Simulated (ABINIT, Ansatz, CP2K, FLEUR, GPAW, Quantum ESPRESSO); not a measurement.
# One structure in several programs: PbSe₂ (I4/mcm, 6 atoms in the cell)

Self-consistent single point.

```xyz
6
Lattice="-3.2205 3.2205 3.8803 3.2205 -3.2205 3.8803 3.2205 3.2205 -3.8803" Properties=species:S:1:pos:R:3 pbc="T T T"
Pb     0.0000     0.0000     1.9402
Pb     0.0000     0.0000     5.8205
Se     0.8362     4.0567     0.0000
Se     2.3843    -0.8362     3.8803
Se     2.3843     0.8362     0.0000
Se     0.8362     2.3843     3.8803
```

All programs got the same cell, k-point mesh and kind of occupations (in Ansatz's words: kpoints.mp_grid.grid = 4 4 4; scf.occupations.method = gaussian; scf.occupations.width = 0.0147 Ry); potentials, basis and cutoffs are each program's usual ones.

| code | model | pressure (GPa) | largest force (eV/Å) | k-points | cutoff |
|---|---|---|---|---|---|
| CP2K | LDA (Pade form), GPW, TZVP-MOLOPT-SR-GTH basis, GTH-PADE potentials (GTH_POTENTIALS) | -2.34 | 0.415 | 36 | grid 400 Ry |
| FLEUR | LDA (Perdew-Zunger), all-electron FLAPW (FLEUR), scalar-relativistic valence | – | 0.384 | 13 | Kmax 3.9 1/bohr |
| ABINIT | LDA (PW92), norm-conserving pseudopotentials (PseudoDojo nc-sr-04 LDA standard) | -2.57 | 0.239 | 13 | 1170 eV |
| Quantum ESPRESSO | LDA (PZ), GBRV 1.5 ultrasoft (LDA) pseudopotentials | -2.68 | 0.249 | 13 | 40 Ry |
| Ansatz | LDA (PW92), PAW files made with PBE | -2.61 | 0.220 | 13 | default |
| GPAW | LDA (Perdew-Wang 92), GPAW PAW datasets LDA (gpaw-data 1.0.1) | -2.72 | 0.258 | 13 | 550 eV |

A dash marks a value that a program does not give, or that is left out as unsure.

No clean gap comes from CP2K, ABINIT, Quantum ESPRESSO, Ansatz (a quantum-chemistry and plane-wave program) and GPAW: levels at the Fermi energy touch, overlap or are partly filled at this smearing.

The spread over the programs that give each value: pressure within 0.38 GPa; largest force within 0.195 eV/Å.

The starting cell comes from a database of computed structures (which also holds hypothetical and non-ambient phases and stackings), without a prior relaxation at this level. Its lattice was rescaled by a random factor within 2.5 % of one. On Ansatz's run: Spin-orbit coupling is off. The run gives no clean gap (levels at the Fermi energy touch, overlap or are partly filled at this smearing), which alone does not show that the compound is a metal.

Why do the programs differ, and what cannot be compared?

Differences of this kind can come from the potentials, where these differ, and from what each basis and cutoff leave unconverged. The valence holds different numbers of electrons (CP2K 32, FLEUR 92, ABINIT 92, Quantum ESPRESSO 52, Ansatz 92, GPAW 52). The zero of total energies and Fermi levels follows the potentials and each program's conventions, so they are not compared here. CP2K uses small atom-centred bases, whose incompleteness enters pressures, forces and empty levels differently from a plane-wave cutoff. FLEUR treats all electrons, but the usual bases taken here (sphere radii, linearisation, local orbitals, empty states) were not tested for convergence, so the values are no reference for the others. Ansatz's pressure is given at a fixed set of plane waves, as the other plane-wave codes print theirs. Ansatz's smearing width was typed in Ry to four decimals, so it matches the others to a few per cent. The same LDA comes in different parametrisations, which differ slightly. The programs reduce the same mesh by symmetry to different extents, which changes the work and not the result. In the force vectors, CP2K (by 0.171) and FLEUR (by 0.140) lie more than 0.08 eV/Å from the median of the plane-wave programs.

Left out of this page: Elk (not drawn, or without a comparable value).

Keys are those of Ansatz 0.2.
